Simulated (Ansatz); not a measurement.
An Ansatz (a program for electronic structure) run: a single point on RuSb2, its geometry relaxed with PBEsol; r2SCAN, PAW, 500 eV (Ansatz; without spin-orbit coupling).

Input:

Ansatz 0.2 input:
```yaml
crystal:
  lattice:
    - [5.9571769116, 0, 0]
    - [0, 6.6633360043, 0]
    - [0, 0, 3.1762381438]
  atoms:
    - { symbol: Sb, position: [0.1821795305, 0.3573504692, 0] }
    - { symbol: Sb, position: [0.8178204695, 0.6426495308, 0] }
    - { symbol: Sb, position: [0.6821795305, 0.1426495308, 0.5] }
    - { symbol: Sb, position: [0.3178204695, 0.8573504692, 0.5] }
    - { symbol: Ru, position: [0, 0, 0] }
    - { symbol: Ru, position: [0.5, 0.5, 0.5] }
basis: { ecutwfc: 500, ecutrho_ratio: 4, xc_grid: 4, fft_grid_basis: typed }
kpoints: { mp_grid: { grid: [8, 7, 15] } }
hamiltonian:
  xc: r2scan
  dispersion: none
  pseudopotentials: { kind: paw }
scf: { occupations: { method: fermi_dirac, width: 0.05 }, convergence: { dr2_threshold: 0.0000000006 } }
output: { forces: true, stress: true }
checkpoint: { write: state.ck, write_every: 1000 }
```

Output (explanatory and most iteration lines left out):

```
Pseudopotential: Sb, paw, valence charge 15
Pseudopotential: Ru, paw, valence charge 16
Crystal: 6 atoms, lattice volume = 126.080 Å³
Basis set: ecut = 500 eV, 3203 PW (Γ), exchange–correlation on 180×200×96 points (64 copies of the dense FFT grid, shifted against one another)
Bands: 52, of which v1, the nominal top of the filled ones, is band 46 counted from 1 (45 counted from 0)
Symmetry: 8 space group operations
Space group: Pnnm (ITA 58), of the structure as read, at distance tolerance 5.0e-5 Å
k-points: 160 of 840
Functional: x = r2scan, c = r2scan; τ floored in thin density (d = 2e-4 eV/Å³)
SCF iter   1: F=—  HF=-37779.519583 eV  |F-HF|=—  |Δ(HF+E_count)|=         —  Δρ=7.59e-3  dr2=2.96e-2  dr2_τ=5.28e-2  ethr=1.77e-3  ⟨swp⟩=6.7  Hψ=31734  notcnv=0
SCF iter   2: F=—  HF=-37779.593052 eV  |F-HF|=—  |Δ(HF+E_count)|=   7.35e-2  Δρ=4.30e-3  dr2=1.46e-2  dr2_τ=5.39e-4  ethr=3.22e-5  ⟨swp⟩=2.0  Hψ=14582  notcnv=0  defer=126
SCF 1 converged in 9 iterations: F = -37779.594906 eV  dr2 = 1.71e-10
SCF converged after 9 iterations
Free energy (F): -37779.594906 eV
Internal energy: -37779.594076 eV  (E = F + TS)
E sigma→0 (E₀):  -37779.594491 eV
Entropy (-TS):   -0.000831 eV (-0.138 meV/atom)
Fermi energy:    14.600980 eV
--- Forces (eV/Å), atoms counted from 1 ---
  atom   1  Sb    -0.02726314     0.12889308    -0.00000000
  atom   2  Sb     0.02726314    -0.12889308     0.00000000
  atom   3  Sb    -0.02726314    -0.12889308    -0.00000000
  atom   4  Sb     0.02726314     0.12889308     0.00000000
  atom   5  Ru     0.00000000    -0.00000000    -0.00000000
  atom   6  Ru     0.00000000    -0.00000000     0.00000000
--- Stress (GPa, compression-positive) ---
        2.525318       0.000000      -0.000000
        0.000000       3.295495       0.000000
       -0.000000       0.000000       3.140611
  P = ⅓ Tr σ = 2.9871 GPa (29.871 kbar)
```

Single points use the geometry relaxed with PBEsol. With Sb present, leaving out spin-orbit coupling can change the band edges. No phonon test of stability was made. The cell is RuSb2 (space group Pnnm, No. 58).
